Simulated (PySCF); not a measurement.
PySCF 2.14.0, unrestricted BP86/def2-svp, df: C[CH]SCC, charge 0, multiplicity 2, 14 atoms. The geometry is a generated start, not checked to be a minimum at this level.

```yaml
task: energy
method: bp86
basis: def2-svp
two_electron_scheme: density fitting
mol.max_memory: 3000 MB
mf.max_cycle: 100
mf.init_guess: minao (default)
mf.conv_tol: 1e-09 (default)
mf.grids.level: 3 (default)
basis_functions: 119
grid_points: 163624
```

```xyz
14

C     -2.7889    -0.2599     0.2400
C     -1.3351    -0.5297     0.3052
S     -0.2564     0.5018    -0.5414
C      1.3534    -0.0468     0.1526
C      2.4829     0.7108    -0.5161
H     -3.3009    -0.9272    -0.4622
H     -3.2509    -0.4163     1.2178
H     -2.9654     0.7669    -0.0712
H     -0.9817    -1.5257     0.5210
H      1.3210     0.1458     1.2250
H      1.4347    -1.1193    -0.0221
H      3.4390     0.4041    -0.0985
H      2.3615     1.7809    -0.3641
H      2.4866     0.5145    -1.5860
```

Charge 0 and multiplicity 2 are set for this test and not shown to be the ground state.

With the defaults (mf.DIIS = CDIIS, mf.diis = true, newton = off, mf.level_shift = 0, mf.diis_space = 8, mf.damp = 0, mf.diis_start_cycle = 1) it converges in 13 Fock builds. One run each on 2 threads, 1 BLAS thread, with these changes:
- newton = Hessian by the SCF's own integrals
- mf.damp = 0.3, mf.diis_start_cycle = 4
- mf.level_shift = 1 Hartree
- mf.level_shift = 0.3 Hartree
- mf.diis_space = 20
- mf.DIIS = ADIIS
- mf.level_shift = 0.1 Hartree
- mf.diis = false
- mf.DIIS = EDIIS

Task: Which of these changes keep the SCF from converging, or lead it to another solution?

Result: No convergence: mf.DIIS = EDIIS; mf.diis = false (the run ends without SCF convergence in 100 cycles). The rest reach the solution of the defaults.

| setting | Fock builds | end |
|---|---|---|
| the defaults | 13 | same solution |
| mf.diis_space = 20 | 13 | same solution |
| mf.level_shift = 0.1 Hartree | 13 | same solution |
| mf.level_shift = 0.3 Hartree | 17 | same solution |
| mf.damp = 0.3, mf.diis_start_cycle = 4 | 17 | same solution |
| mf.DIIS = ADIIS | 18 | same solution |
| newton = Hessian by the SCF's own integrals | 26 | same solution |
| mf.level_shift = 1 Hartree | 52 | same solution |
| mf.DIIS = EDIIS | 101 | no convergence |
| mf.diis = false | 101 | no convergence |

Under newton the count holds the products with the orbital Hessian.
